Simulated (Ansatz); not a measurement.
Given:

```
CELL_PARAMETERS angstrom
      0.01686     1.95989     1.95989
      1.95989     0.01686     1.95989
      1.97675     1.97675     0.00000
ATOMIC_POSITIONS crystal
  Pt 0.00000 0.00000 0.00000
```

No spin polarisation.

All numbers come from PBEsol/PAW in Ansatz (an electronic-structure program), without spin-orbit coupling. k-mesh 29×29×29 (Γ-centred); smearing 0.1 eV (Fermi–Dirac).

Task: What is the computed band gap?

Result: Zero.

Task: What stress (xx, yy, zz, yz, xz, xy; compression positive) does the calculation give?

Result: (0.2, 0.2, -0.1, 0.0, 0.0, -1.5) GPa.

The cells carry an imposed strain or load. Whether these cells are dynamically stable was not tested. All final runs are without spin polarisation. The cell was made from Pt in the fcc (Cu type) structure (space group Fm-3m, No. 225) by this change: tensor shear ε_xy = +0.86 %.
